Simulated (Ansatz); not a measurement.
**Effect of uniaxial stress, 5 GPa tension along z on PbGeO3**

The parent structure is PbGeO$_{3}$ in the cubic perovskite structure (space group Pm-3m, No. 221; a = 3.841 Å; a cell from a computed database, its experimental status unchecked). Axes: x, y, z lie along the cube axes.

Perturbation: uniaxial stress, 5 GPa tension along z, with the cell and atoms free to relax against it.

Calculations: Kohn–Sham DFT with the PBEsol functional, run in Ansatz (a program for electronic structure) with PAW and 420 eV plane waves, no spin-orbit coupling. Settings: 9×9×9 k-points, 0.05 eV Fermi–Dirac smearing.

```json
[
 {"quantity": "volume per atom", "base": "11.33 Å³", "changed": "11.46 Å³", "shift": "+0.124 Å³"},
 {"quantity": "space group", "base": "Pm-3m (No. 221)", "changed": "P4/mmm (No. 123)", "shift": "–"},
 {"quantity": "shortest interatomic distance", "base": "1.920 Å", "changed": "1.906 Å", "shift": "-0.0148 Å"},
 {"quantity": "energy relative to the base (free energy F)", "base": "0 meV/atom", "changed": "+4.8 meV/atom", "shift": "+4.8 meV/atom"},
 {"quantity": "band gap", "base": "zero", "changed": "zero", "shift": "–"},
 {"quantity": "strain response (xx, yy, zz) (rough)", "base": "–", "changed": "(−0.77, −0.77, +2.67) %", "shift": "–"}
]
```

Final structure:

```
PbGeO3
1.0
    3.81129     0.00000     0.00000
    0.00000     3.81129     0.00000
    0.00000     0.00000     3.94355
Ge Pb O
1 1 3
Cartesian
  1.90564   1.90564   1.97177
  0.00000   0.00000   0.00000
  0.00000   1.90564   1.97177
  1.90564   0.00000   1.97177
  1.90564   1.90564   0.00000
```

A case with no gap was solved on a k-mesh chosen for an insulator, which is coarse for it. Without a gap, meshes like the base's 9×9×9 leave anisotropic stresses uncertain by several tenths of a GPa, and small strain energies with them. Spin-orbit coupling, missing from the scalar runs, can matter with Pb. Stability under load was not tested beyond the relaxation. The final runs are not spin-polarised. Many cubic perovskites are stable only at high temperature; tilts and polar distortions were not tested. A zero or small gap of PbGeO3 can be the functional's error rather than a property of the material.
